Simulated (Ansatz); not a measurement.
Take MgS in the rock salt structure (space group Fm-3m, No. 225; a = 5.182 Å) as the base. Axes: x, y, z lie along the cube axes.

Level of theory: Ansatz (a quantum-chemistry and plane-wave program) PBEsol, spin-orbit coupling left out.

Perturbation: biaxial strain +1.25 %, plane normal [111], relaxed out of plane (Cartesian); in-plane vectors clamped, the third vector and the atoms free.

Q: Predict the new in-plane stress and energy relative to the base.

A: The mean in-plane stress (compression positive) amounts to -2.0 GPa; the energy rises by 2.8 meV/atom.

Whether these cells are dynamically stable was not tested.
